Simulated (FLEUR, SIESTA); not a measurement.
A FLEUR input for a self-consistent single point of SrGe₃Pd (I4mm, 5 atoms in the cell) (DFT, PBEsol, all-electron FLAPW (FLEUR), scalar-relativistic valence):

Input of the input generator:

```
SrGe3Pd crystal
&input film=f /
-4.2344888514 4.2344888514 9.7222535173
4.2344888514 -4.2344888514 9.7222535173
4.2344888514 4.2344888514 -9.7222535173
1.0
1.0 1.0 1.0

5
38 0.9985900000 0.9985900000 0.0000000000
32 0.3997000000 0.3997000000 0.0000000000
32 0.7531500000 0.2531500000 0.5000000000
32 0.2531500000 0.7531500000 0.5000000000
46 0.6431000000 0.6431000000 0.0000000000

&comp jspins=1 /
&exco xctyp='PBEs' /
&kpt div1=6 div2=6 div3=6 gamma=t /
&end /
```

```xml
<?xml version="1.0" encoding="UTF-8" standalone="no"?>
<fleurInput fleurInputVersion="0.39">
   <comment>
      SrGe3Pd crystal                                                                                     
   </comment>
   <calculationSetup>
      <cutoffs Kmax="3.8" Gmax="13.3" GmaxXC="13.3" numbands="0"/>
      <scfLoop itmax="80" minDistance="0.00001" maxIterBroyd="40" imix="Anderson" alpha="0.05" precondParam="0.0" spinf="2.0"/>
      <coreElectrons ctail="T" frcor="F" kcrel="0" coretail_lmax="0"/>
      <xcFunctional name="PBEs" relativisticCorrections="F"/>
      <magnetism jspins="1"/>
      <soc l_soc="F" theta="0.0" phi="0.0" spav="F"/>
      <expertModes spex="0" secvar="F"/>
      <geometryOptimization l_f="T" forcealpha="1.0" forcemix="BFGS" epsdisp="0.00001" epsforce="0.00001"/>
      <ldaU l_linMix="F" mixParam="0.05" spinf="1.0"/>
   </calculationSetup>
   <cell>
      <bzIntegration valenceElectrons="68.0" mode="gauss" fermiSmearingEnergy="0.00367493">
         <kPointListSelection listName="default-1"/>
         <!-- k-points included here -->
         <xi:include xmlns:xi="http://www.w3.org/2001/XInclude" href="kpts.xml"> </xi:include>
      </bzIntegration>
      <!-- symmetry operations included here -->
      <xi:include xmlns:xi="http://www.w3.org/2001/XInclude" href="sym.xml"> </xi:include>
      <bulkLattice scale="1.0">
         <bravaisMatrix>
            <row-1>   -4.2344888514000001     4.2344888514000001     9.7222535173000004</row-1>
            <row-2>    4.2344888514000001    -4.2344888514000001     9.7222535173000004</row-2>
            <row-3>    4.2344888514000001     4.2344888514000001    -9.7222535173000004</row-3>
         </bravaisMatrix>
      </bulkLattice>
   </cell>
   <atomSpecies>
      <species name="Strontium (Sr)" element="Sr" atomicNumber="38">
         <mtSphere radius="2.63" gridPoints="925" logIncrement="0.014"/>
         <atomicCutoffs lmax="10" lnonsphr="8"/>
         <electronConfig flipSpins="F">
            <coreConfig>(1s1/2) (2s1/2) (2p1/2) (2p3/2) (3s1/2) (3p1/2) (3p3/2) (3d3/2) (3d5/2)</coreConfig>
            <valenceConfig>(4s1/2) (4p1/2) (4p3/2) (5s1/2)</valenceConfig>
         </electronConfig>
         <energyParameters s="5" p="5" d="4" f="4"/>
         <lo type="SCLO" l="0" n="4" eDeriv="0"/>
         <lo type="SCLO" l="1" n="4" eDeriv="0"/>
      </species>
      <species name="Germanium (Ge)" element="Ge" atomicNumber="32">
         <mtSphere radius="2.17" gridPoints="763" logIncrement="0.016"/>
         <atomicCutoffs lmax="8" lnonsphr="6"/>
         <electronConfig flipSpins="F">
            <coreConfig>(1s1/2) (2s1/2) (2p1/2) (2p3/2) (3s1/2) (3p1/2) (3p3/2)</coreConfig>
            <valenceConfig>(4s1/2) (3d3/2) (3d5/2) (4p1/2) (4p3/2)</valenceConfig>
            <stateOccupation state="(4p1/2)" spinUp="0.3333333333333" spinDown="0.3333333333333"/>
            <stateOccupation state="(4p3/2)" spinUp="0.6666666666667" spinDown="0.6666666666667"/>
         </electronConfig>
         <energyParameters s="4" p="4" d="3" f="4"/>
      </species>
      <species name="Palladium (Pd)" element="Pd" atomicNumber="46">
         <mtSphere radius="2.17" gridPoints="763" logIncrement="0.017"/>
         <atomicCutoffs lmax="8" lnonsphr="6"/>
         <electronConfig flipSpins="F">
            <coreConfig>(1s1/2) (2s1/2) (2p1/2) (2p3/2) (3s1/2) (3p1/2) (3p3/2) (4s1/2) (3d3/2) (3d5/2)</coreConfig>
            <valenceConfig>(4p1/2) (4p3/2) (5s1/2) (4d3/2) (4d5/2)</valenceConfig>
            <stateOccupation state="(5s1/2)" spinUp="0.5" spinDown="0.5"/>
            <stateOccupation state="(4d3/2)" spinUp="1.8" spinDown="1.8"/>
            <stateOccupation state="(4d5/2)" spinUp="2.7" spinDown="2.7"/>
         </electronConfig>
         <energyParameters s="5" p="5" d="4" f="4"/>
         <lo type="SCLO" l="1" n="4" eDeriv="0"/>
      </species>
   </atomSpecies>
   <atomGroups>
      <atomGroup species="Strontium (Sr)">
         <relPos label="                   1">-.0014100000 -.0014100000 .0000000000</relPos>
         <force calculate="T" relaxXYZ="TTT"/>
      </atomGroup>
      <atomGroup species="Germanium (Ge)">
         <relPos label="                   2">.3997000000 .3997000000 .0000000000</relPos>
         <force calculate="T" relaxXYZ="TTT"/>
      </atomGroup>
      <atomGroup species="Germanium (Ge)">
         <relPos label="                   3">-.2468500000 .2531500000 1.000/2.000</relPos>
         <relPos label="                   4">.2531500000 -.2468500000 1.000/2.000</relPos>
         <force calculate="T" relaxXYZ="TTT"/>
      </atomGroup>
      <atomGroup species="Palladium (Pd)">
         <relPos label="                   5">-.3569000000 -.3569000000 .0000000000</relPos>
         <force calculate="T" relaxXYZ="TTT"/>
      </atomGroup>
   </atomGroups>
   <output dos="F" band="F" slice="F">
      <checks vchk="F" cdinf="F"/>
      <bandDOS minEnergy="-.5*Htr" maxEnergy="0.5*Htr" sigma="0.015" storeEVData="T"/>
      <vacuumDOS vacdos="F" integ="F" star="F" nstars="0" locx1="0.0" locy1="0.0" locx2="0.0" locy2="0.0" nstm="0" tworkf="0.0"/>
      <unfoldingBand unfoldBand="F" supercellX="1" supercellY="1" supercellZ="1"/>
      <plotting iplot="0" polar="F">
         <plot TwoD="T" vec1="  1.0  0.0  0.0" vec2="  0.0  1.0  0.0" vec3="  0.0  0.0  1.0" zero="  0.0  0.0  0.0" file="plot"/>
      </plotting>
      <chargeDensitySlicing numkpt="0" minEigenval="0.0" maxEigenval="0.0" nnne="0" pallst="F"/>
      <specialOutput eonly="F"/>
      <magneticCircularDichroism mcd="F" energyLo="-10.0" energyUp="0.0"/>
   </output>
  <!-- We include the file relax.xml here to enable relaxations (see documentation) -->
  <xi:include xmlns:xi="http://www.w3.org/2001/XInclude" href="relax.xml"> <xi:fallback/> </xi:include>
</fleurInput>
```

**Question.** Give the SIESTA input for the same structure, mesh, smearing and functional.

**Answer.** One input that does it (others would too):

```
# files in the folder: Sr.psml Ge.psml Pd.psml (PseudoDojo PBEsol standard)
SystemName  SrGe3Pd
SystemLabel SrGe3Pd

NumberOfAtoms                5
NumberOfSpecies              3
%block ChemicalSpeciesLabel
  1 38 Sr
  2 32 Ge
  3 46 Pd
%endblock ChemicalSpeciesLabel
LatticeConstant              1.0 Bohr
%block LatticeVectors
    -4.234488851    4.234488851    9.722253517
     4.234488851   -4.234488851    9.722253517
     4.234488851    4.234488851   -9.722253517
%endblock LatticeVectors
AtomicCoordinatesFormat      Fractional
%block AtomicCoordinatesAndAtomicSpecies
     0.998590000    0.998590000    0.000000000  1
     0.399700000    0.399700000    0.000000000  2
     0.753150000    0.253150000    0.500000000  2
     0.253150000    0.753150000    0.500000000  2
     0.643100000    0.643100000    0.000000000  3
%endblock AtomicCoordinatesAndAtomicSpecies

XC.functional                GGA
XC.authors                   PBEsol
PAO.BasisSize                TZP
PAO.EnergyShift              0.005 Ry
MeshCutoff                   350 Ry
%block kgrid.MonkhorstPack
    6   0   0  0.0
    0   6   0  0.0
    0   0   6  0.0
%endblock kgrid.MonkhorstPack
OccupationFunction           MP
OccupationMPOrder            0
ElectronicTemperature        0.1 eV

MaxSCFIterations             150
SCF.Mixer.Method             Pulay
SCF.Mixer.Weight             0.2
SCF.Mixer.History            8
SCF.DM.Tolerance             1.0E-05
Diag.ParallelOverK           true
WriteForces                  true
```

Basis settings and potentials, where a program has them, do not carry over. This input uses DFT, GGA PBEsol, numerical atomic orbitals TZP, PseudoDojo PBEsol standard norm-conserving potentials (rewritten from UPF to PSML).

The starting cell comes from a database of computed structures (which also holds hypothetical and non-ambient phases and stackings), without a prior relaxation at this level.
